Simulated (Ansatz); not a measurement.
The starting structures come from a database of crystals and need not be the phases stable at ambient conditions.

```
CELL_PARAMETERS angstrom
      6.46984     0.00000     0.00000
     -3.23492     8.24329     0.00000
      0.00000    -3.55727     6.78182
ATOMIC_POSITIONS crystal
  Cs 0.85400 0.70800 0.02082
  Cs 0.14600 0.29200 0.97918
  Cs 0.64600 0.29200 0.31282
  Cs 0.35400 0.70800 0.68718
  Si 0.25000 0.00000 0.50000
  Si 0.75000 0.00000 0.50000
  As 0.91003 0.82006 0.56409
  As 0.08997 0.17994 0.43591
  As 0.58997 0.17994 0.74403
  As 0.41003 0.82006 0.25597
```

Space group of this cell: Ibam. The cell is taken as given; by PBEsol its mean pressure is -0.8 GPa.

Transport runs along the normal of the first two printed cell vectors.

The gap is the functional's own, uncorrected, and κ follows it; spin-orbit coupling is left out. Mid-gap values are interpolated between the computed energies.

Task: Predict the band gap and the smallest decay constant κ at mid-gap from PBEsol (Ansatz, an electronic-structure program).

Result: Gap 1.00 eV on a 6×6×6 mesh; κ = 0.147 1/Å, at the zone centre.
